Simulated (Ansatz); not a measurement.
Take SiO2 (space group P4_12_12, No. 92; a = 5.083 Å, c = 7.098 Å) as the base.

Method: PBE (Ansatz, a program for electronic structure), no spin-orbit coupling, earlier PAW set.

For the base:

- Electron mass: 0.54 mₑ (at Γ)
- Lattice parameter a: 9.605 bohr
- Band gap: 5.52 eV

It is then changed as follows: a negative pressure, −2 GPa.

Question: Estimate the effect on the electron mass, lattice parameter a and band gap.

Answer: The electron mass goes from 0.54 mₑ (at Γ) to 0.57 mₑ (at Γ); the lattice parameter a increases by 0.412 bohr (9.605 bohr → 10.017 bohr); the band gap drops by 0.21 eV to 5.31 eV.

Load acts through the strain it causes; cell and atoms are relaxed under it. Effective masses come from finite differences of ±0.01 Å⁻¹. Whether these cells are dynamically stable was not tested.
